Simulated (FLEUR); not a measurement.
Worked example: self-consistent single point of BaNiF6 (R-3m, 8 atoms in the cell) in FLEUR.

Level of theory: LDA (Perdew-Zunger), all-electron FLAPW (FLEUR), scalar-relativistic valence run with FLEUR.

The change in words: lattice scaled by 0.98. Reference geometry:
```xyz
8
Lattice="3.5840 2.0692 2.2784 -3.5840 2.0692 2.2784 0.0000 -4.1385 2.2784" Properties=species:S:1:pos:R:3 pbc="T T T"
Ba     0.0000     0.0000     3.4176
Ni     0.0000     0.0000     0.0000
F      0.0000     2.7363     3.5163
F      0.0000    -2.7363     3.3189
F     -2.3697    -1.3682     3.5163
F      2.3697     1.3682     3.3189
F      2.3697    -1.3682     3.5163
F     -2.3697     1.3682     3.3189
```

Reference input (self-consistent single point, DFT, LDA (Perdew-Zunger), all-electron FLAPW (FLEUR), scalar-relativistic valence): Kmax = 4.8 1/bohr; GmaxXC = 19.2 1/bohr; xcFunctional = pz; jspins = 1; l_soc = F; mode = hist; fermiSmearingEnergy = 0.00183747 Htr; mesh (inpgen div1-3) = 4 4 4; inpgen gamma flag = true; Gmax = 19.2 1/bohr; numbands = 0; maxIterBroyd = 40. This run's input differs from it in these lines:

```diff
@@ -3,5 +3,5 @@
 &input film=f /
-6.7728599221 3.9103122235 4.3055484733
--6.7728599221 3.9103122235 4.3055484733
--0.0000000000 -7.8206252741 4.3055477220
+6.6374025368 3.8321058656 4.2194374333
+-6.6374025368 3.8321058656 4.2194374333
+0.0000000000 -7.6642125584 4.2194366820
 1.0
@@ -50,5 +50,5 @@
          <bravaisMatrix>
-            <row-1>    6.7728599221000003     3.9103122235000001     4.3055484733000000</row-1>
-            <row-2>   -6.7728599221000003     3.9103122235000001     4.3055484733000000</row-2>
-            <row-3>    0.0000000000000000    -7.8206252741000002     4.3055477220000000</row-3>
+            <row-1>    6.6374025367999998     3.8321058656000000     4.2194374333000004</row-1>
+            <row-2>   -6.6374025367999998     3.8321058656000000     4.2194374333000004</row-2>
+            <row-3>    0.0000000000000000    -7.6642125584000000     4.2194366820000004</row-3>
          </bravaisMatrix>
```

Output, abridged:

```
 Iteration:     1   Distance:      34.22872453 me/bohr^3
 Iteration:     2   Distance:      30.02817375 me/bohr^3
 Iteration:     3   Distance:      20.13082971 me/bohr^3
 Iteration:     4   Distance:      30.73719984 me/bohr^3
 Iteration:     5   Distance:       4.17687904 me/bohr^3
   [... 9 lines left out ...]
 Iteration:    15   Distance:       0.00015648 me/bohr^3
 Iteration:    16   Distance:       0.00020179 me/bohr^3
 Iteration:    17   Distance:       0.00001486 me/bohr^3
 Iteration:    18   Distance:       0.00000538 me/bohr^3
 Reset of history
 Run finished successfully
 Stop message:
   Structural relaxation: new displacements generated

[file out, last iteration]
             iter=     19
[...]
          total density-effective poten   -1.6903814284E+04
          total charge density-energy d   -3.1197343219E+02
 Updated energy parameters for spin:           1
[...]
 fermi energy and band-weighting factors:

[...]
FERMIE:
          first approx. to ef    (T=0)  :   0.731625 htr   (energy of the highest occ. eigenvalue)
          number of occ. states  (T=0)  :        442
          first approx. to seigv (T=0)  :  17.910599 htr
          sum of weights of occ. states :  34.000000
          sum of semicore charge        :   0.000000 e
FERHIS:  Fermi-Energy by histogram:
          bandgap                     :   0.058591 htr
   [... lines left out ...]
          charge neutrality (T=0)     :   0.000000    (zero if the highest occ. eigenvalue is "entirely" occupied)
 Direct bandgap for spin            1 :    5.9281283736175028E-002  Htr
 ---->    free energy=                    -10247.3014824244 htr
   [... lines left out ...]
 TOTAL FORCE FOR ATOM TYPE=  1  X=  0.000   Y=  0.000   Z=  6.329
                       FX_TOT= 0.000000 FY_TOT= 0.000000 FZ_TOT= 0.000000
 TOTAL FORCE FOR ATOM TYPE=  2  X=  0.000   Y=  0.000   Z=  0.000
                       FX_TOT= 0.000000 FY_TOT= 0.000000 FZ_TOT= 0.000000
 TOTAL FORCE FOR ATOM TYPE=  3  X=  0.000   Y= -2.597   Z= -1.927
                       FX_TOT= 0.000000 FY_TOT=-0.019243 FZ_TOT=-0.013261
```

The run converged in 18 iterations. FLEUR gives forces in its relaxation mode, with a further iteration, so its stop message speaks of a relaxation. Against the reference run the free energy goes up by 15.9 meV/atom, the largest force goes from 0.300 to 1.202 eV/Å and the gap on the mesh goes from 1.442 to 1.594 eV.

The starting cell comes from a database of computed structures (which also holds hypothetical and non-ambient phases and stackings), without a prior relaxation at this level. Its lattice was rescaled by a random factor within 2.5 % of one. For this run, on top of that: lattice scaled by 0.98. Values depend on the basis (sphere radii, cutoffs, local orbitals), which need not be converged. Forces in this geometry exceed 1 eV/Å.

Cost on one core of a shared machine: roughly 7 min.
